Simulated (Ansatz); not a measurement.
The reference is ZnSe in the zinc blende structure (space group F-43m, No. 216).

```xyz
2
Lattice="0.0000 2.8665 2.8665 2.8665 0.0000 2.8665 2.8665 2.8665 0.0000" Properties=species:S:1:pos:R:3 pbc="T T T"
Zn     0.0000     0.0000     0.0000
Se     1.4332     1.4332     1.4332
```

Method: PBE/PAW in Ansatz (an electronic-structure program), without spin-orbit coupling.

One change was made to it. Results:

The density goes up by 0.36 g/cm³ to 5.45 g/cm³; the hole mass (degenerate bands, along [100]) changes from 0.094, 0.63, 0.63 mₑ (at Γ) to 0.11, 0.57, 0.57 mₑ (at Γ); the gap character is still direct at Γ.

### Question
Which of these changes matches the shifts?
A. pressure 9 GPa
B. pressure 0.9 GPa
C. pressure 4.5 GPa

### Answer
C, pressure 4.5 GPa. For comparison, the hole mass in the other runs: pressure 9 GPa gives 0.12, 0.53, 0.53 mₑ (at Γ); pressure 0.9 GPa gives 0.097, 0.62, 0.62 mₑ (at Γ).

Load acts through the strain it causes; cell and atoms are relaxed under it. Effective masses come from finite differences of ±0.01 Å⁻¹. Stability against distortions was not tested. Tetrahedral semiconductors of this kind turn to denser phases somewhere between about 1 and 50 GPa; those were not computed, so compressed cells here can lie past the real transition.
